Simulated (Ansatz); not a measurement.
Electronic density of states of amorphous Ti₂₀O₄₃Ga₂, density 3.72 g/cm³, on a 2×2×2 Γ-centred mesh with a Gaussian width of 0.1 eV; energies count from the Fermi level, whose place inside the gap is arbitrary. Cell and mesh are small, so fine structure isn't converged. The numbers are results of PBE, scalar-relativistic without spin-orbit coupling (plane waves to 420 eV, PAW; Ansatz, a program for electronic structure), not measurements. Sampling: a 2×2×2 Γ-centred mesh; Fermi-Dirac width 0.02 eV; no spin polarisation. At PBE the levels at the filled edge of the gap are localised (band-tail or defect states).

A CHGNet melt-quench gave the starting glass, which DFT then relaxed. O atoms were pushed apart under 1.9 Å during the dynamics, to hinder bonds among them. The hot cell started wider than the set density and was brought back towards it in steps. It is the lowest in DFT energy of 2 quenches. It is a model cell: composition and starting density were chosen by hand, and all elements were melted together. No dispersion term was used. Its density started from a set value of 3.72 and ended at 3.72 g/cm³. The simulated quench (nominally 360 K/ps over its main leg) is rapid and tends to freeze in more defects than a deposited or slowly cooled glass has. One small periodic cell is one sample of the glass; other quenches scatter about these values. The volume was held where the preparation left it and the shape relaxed, at a PBE pressure of 1.3 GPa. Stress components on the final sampling reach 1.4 GPa.

```tsv
E - EF (eV)	states/(eV atom)
-12.00	0.00
-11.90	0.00
-11.80	0.00
-11.70	0.00
-11.60	0.00
-11.50	0.00
-11.40	0.00
-11.30	0.00
-11.20	0.00
-11.10	0.00
-11.00	0.00
-10.90	0.00
-10.80	0.00
-10.70	0.00
-10.60	0.00
-10.50	0.00
-10.40	0.00
-10.30	0.00
-10.20	0.00
-10.10	0.00
-10.00	0.00
-9.90	0.00
-9.80	0.00
-9.70	0.00
-9.60	0.00
-9.50	0.00
-9.40	0.00
-9.30	0.00
-9.20	0.00
-9.10	0.00
-9.00	0.00
-8.90	0.00
-8.80	0.00
-8.70	0.00
-8.60	0.00
-8.50	0.00
-8.40	0.00
-8.30	0.00
-8.20	0.00
-8.10	0.00
-8.00	0.00
-7.90	0.00
-7.80	0.00
-7.70	0.00
-7.60	0.01
-7.50	0.09
-7.40	0.15
-7.30	0.05
-7.20	0.00
-7.10	0.00
-7.00	0.02
-6.90	0.12
-6.80	0.14
-6.70	0.03
-6.60	0.00
-6.50	0.00
-6.40	0.00
-6.30	0.00
-6.20	0.00
-6.10	0.03
-6.00	0.22
-5.90	0.49
-5.80	0.60
-5.70	0.60
-5.60	0.60
-5.50	0.63
-5.40	0.78
-5.30	0.87
-5.20	0.93
-5.10	1.05
-5.00	1.12
-4.90	1.20
-4.80	1.16
-4.70	1.09
-4.60	1.05
-4.50	0.98
-4.40	0.96
-4.30	0.96
-4.20	0.86
-4.10	0.80
-4.00	0.81
-3.90	0.80
-3.80	0.76
-3.70	0.77
-3.60	0.79
-3.50	0.80
-3.40	0.75
-3.30	0.79
-3.20	0.86
-3.10	0.84
-3.00	0.86
-2.90	0.91
-2.80	0.94
-2.70	0.96
-2.60	0.88
-2.50	0.86
-2.40	0.92
-2.30	0.90
-2.20	0.89
-2.10	0.90
-2.00	0.88
-1.90	0.85
-1.80	0.74
-1.70	0.61
-1.60	0.46
-1.50	0.40
-1.40	0.40
-1.30	0.38
-1.20	0.31
-1.10	0.09
-1.00	0.01
-0.90	0.00
-0.80	0.00
-0.70	0.00
-0.60	0.00
-0.50	0.00
-0.40	0.00
-0.30	0.00
-0.20	0.00
-0.10	0.00
0.00	0.00
0.10	0.00
0.20	0.00
0.30	0.00
0.40	0.00
0.50	0.00
0.60	0.00
0.70	0.00
0.80	0.00
0.90	0.00
1.00	0.01
1.10	0.08
1.20	0.26
1.30	0.39
1.40	0.49
1.50	0.56
1.60	0.68
1.70	0.77
1.80	0.82
1.90	0.85
2.00	0.85
2.10	0.85
2.20	0.83
2.30	0.91
2.40	0.92
2.50	0.80
2.60	0.75
```

The level gap on this mesh is 2.33 eV; the broadening fills part of it in the curve.
